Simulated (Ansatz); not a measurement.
MgO (model structure, started from the BeO type, P4₂/mnm, No. 136, 8 atoms in the cell) was calculated with r²SCAN (Ansatz, a first-principles code, PAW).

Run with plane-wave cutoff 560 eV, 6×6×10 k mesh (along the axes of the cell as run), Fermi–Dirac smearing 0.01 eV, scalar-relativistic PAW data made under PBE.

Computed at the level's own relaxed cell.

```
CELL_PARAMETERS angstrom
      5.49852     0.00000     0.00000
      0.00000     5.49852     0.00000
      0.00000     0.00000     3.26628
ATOMIC_POSITIONS crystal
  Mg 0.32090 0.67910 0.00000
  Mg 0.67910 0.32090 0.00000
  Mg 0.82090 0.82090 0.50000
  Mg 0.17910 0.17910 0.50000
  O  0.31635 0.31635 0.00000
  O  0.68365 0.68365 0.00000
  O  0.18365 0.81635 0.50000
  O  0.81635 0.18365 0.50000
```

Question: List the 22 lowest band energies at Γ above −25 eV (eV, relative to the valence band maximum), grouping those that round alike.

Answer: At Γ: -16.94, -16.26 (×2), -16.17, -3.14, -2.55, -1.72 (×2), -1.29, -0.95, -0.39 (×2), -0.33, -0.04 (×2), -0.01, 4.16, 9.16, 9.27, 9.32, 9.63 (×2).

Note: the relaxation could raise the start's symmetry but not lower it, so the cell can be a saddle point.

A model structure was made by putting elements into a prototype or built by hand; it is no filed structure, need not be a known phase, and can be a saddle point held by its symmetry.
